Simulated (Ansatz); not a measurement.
The parent structure is ZnO in the wurtzite structure (space group P6_3mc, No. 186).

```xyz
4
Lattice="3.1869 0.0000 0.0000 -1.5935 2.7600 0.0000 0.0000 0.0000 5.1526" Properties=species:S:1:pos:R:3 pbc="T T T"
Zn     0.0000     1.8400     0.0092
Zn     1.5935     0.9200     2.5855
O      0.0000     1.8400     1.9590
O      1.5935     0.9200     4.5353
```

Cartesian axes are those of the cell as printed.

Computed with LDA (Ansatz, an electronic-structure program; PAW; 420 eV plane waves; no spin-orbit coupling).

It is then changed as follows: the cell is stretched by 3.00 % along z with no lateral relaxation; the atoms relax in the strained cell.

### Question
Predict the stress tensor and what it implies for the stiffness.

### Answer
Stress of the strained cell less that of the base (GPa, compression positive):
```
  -3.29    0.00    0.00
   0.00   -3.29    0.00
   0.00    0.00   -7.10
```

Then −Δσ_ii/ε with ε = 0.0300 gives secant stiffness values (nonlinear terms included at this strain): C33 ≈ 237 GPa, C13 ≈ 110 GPa and C23 ≈ 110 GPa.

As a check, the harmonic strain energy −½ V₀ Δσ:ε is 7.5 meV/atom; the computed energy rise is 7.6 meV/atom.

Stability against distortions was not tested.
